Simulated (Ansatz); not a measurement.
Input and output of a self-consistent single point for SiO (P6_422, 12 atoms in the cell) (Ansatz, a program for electronic structure).

Computed with revPBE, default PAW files made with PBE (plane waves; Ansatz).

```yaml
crystal:
  lattice:
    - [4.53296, 0.00000, 0.00000]
    - [-2.26648, 3.92566, 0.00000]
    - [0.00000, 0.00000, 9.56627]
  atoms:
    - { symbol: Si, position: [0.50000, 0.50000, 0.44069] }
    - { symbol: Si, position: [0.00000, 0.50000, 0.10736] }
    - { symbol: Si, position: [0.50000, 0.00000, 0.77402] }
    - { symbol: Si, position: [0.50000, 0.50000, 0.89264] }
    - { symbol: Si, position: [0.50000, 0.00000, 0.22598] }
    - { symbol: Si, position: [0.00000, 0.50000, 0.55931] }
    - { symbol: O, position: [0.83124, 0.66248, 0.00000] }
    - { symbol: O, position: [0.16876, 0.83124, 0.66667] }
    - { symbol: O, position: [0.33752, 0.16876, 0.33333] }
    - { symbol: O, position: [0.16876, 0.33752, 0.00000] }
    - { symbol: O, position: [0.83124, 0.16876, 0.66667] }
    - { symbol: O, position: [0.66248, 0.83124, 0.33333] }
```

Reference input (self-consistent single point, DFT, PBEsol, plane waves, default PAW files made with PBE): basis.ecutwfc = 30.9 Ry; kpoints.mp_grid.grid = 7 7 3; hamiltonian.xc = pbesol; hamiltonian.pseudopotentials = {kind: paw} (the program's default PAW files); scf.occupations.method = cold; scf.occupations.width = 0.0073 Ry. This run's input differs from it in these lines:

Ansatz 0.2 input:
```diff
@@ -23,3 +23,3 @@
 hamiltonian:
-  xc: pbesol
+  xc: revpbe
   pseudopotentials: { kind: paw }
```

Output, abridged:

```
SCF iter   1: F=—  HF=-7245.719575 eV  |F-HF|=—  |Δ(HF+E_count)|=         —  Δρ=6.83e-3  dr2=7.00e-2  ethr=1.77e-3  ⟨swp⟩=6.7  Hψ=3461  notcnv=0  defer=18
all-band conjugate gradients solve this SCF's bands
preconditioner: auto → Kerker (q_TF=auto, 2.293 Å⁻¹)
SCF iter   2: F=—  HF=-7245.712359 eV  |F-HF|=—  |Δ(HF+E_count)|=   7.22e-3  S|Δr|=    0.00e0  Δρ=3.42e-3  dr2=1.20e-2  ethr=1.17e-4  ⟨swp⟩=2.6  Hψ=1230  notcnv=0  defer=26
   [... lines left out ...]
SCF iter   6: F=—  HF=-7245.715916 eV  |F-HF|=—  |Δ(HF+E_count)|=   2.38e-4  S|Δr|=    0.00e0  Δρ=2.30e-5  dr2=1.10e-6  ethr=2.40e-8  ⟨swp⟩=2.0  Hψ=1052  notcnv=0  defer=26
SCF iter   7: F=—  HF=-7245.715917 eV  |F-HF|=—  |Δ(HF+E_count)|=   1.36e-6  S|Δr|=    0.00e0  Δρ=6.61e-6  dr2=1.23e-7  ethr=1.84e-9  ⟨swp⟩=2.0  Hψ=957  notcnv=0  defer=26
SCF iter   8: F=-7245.715917 eV  HF=-7245.715917 eV  |F-HF|=1.16e-8  |Δ(HF+E_count)|=   2.43e-7  S|Δr|=    0.00e0  Δρ=2.07e-6  dr2=1.60e-8  ethr=1.67e-10  ⟨swp⟩=11.2  Hψ=3543  notcnv=0
SCF 1 converged in 8 iterations: F = -7245.715917 eV  dr2 = 1.60e-8
Stability not checked (fill_not_monotonic)
Free energy (F): -7245.715917 eV
Internal energy: -7245.715200 eV  (E = F + TS)
E sigma→0 (E₀):  -7245.715678 eV
Entropy (-TS):   -0.000717 eV (-0.060 meV/atom)
Fermi energy:    6.243141 eV
--- Forces (eV/Å), atoms counted from 1 ---
  atom   1  Si    -0.00000000    -0.00000000     0.03496476
  atom   2  Si    -0.00000000    -0.00000000     0.03496476
  atom   3  Si     0.00000000    -0.00000000     0.03496476
  atom   4  Si    -0.00000000    -0.00000000    -0.03496476
   [... lines left out ...]
  atom  12  O      0.07320302     0.04226378    -0.00000000
--- Stress (GPa, compression-positive) ---
        2.107172      -0.000000      -0.000000
        0.000000       2.107172      -0.000000
       -0.000000      -0.000000       2.138341
  P = ⅓ Tr σ = 2.1176 GPa (21.176 kbar)
  The stress holds the Pulay correction. Without it, at fixed plane waves, as pw.x and ABINIT print it: P = 1.7606 GPa
```

The run converged in 8 iterations. Against the reference run the pressure goes from -2.86 to 2.12 GPa and the largest force goes from 0.163 to 0.085 eV/Å.

The starting cell comes from a database of computed structures (which also holds hypothetical and non-ambient phases and stackings), without a prior relaxation at this level. Ansatz's pressure includes its estimate of the finite-basis (Pulay) stress. The run gives no clean gap (levels at the Fermi energy touch, overlap or are partly filled at this smearing), which alone does not show that the compound is a metal.
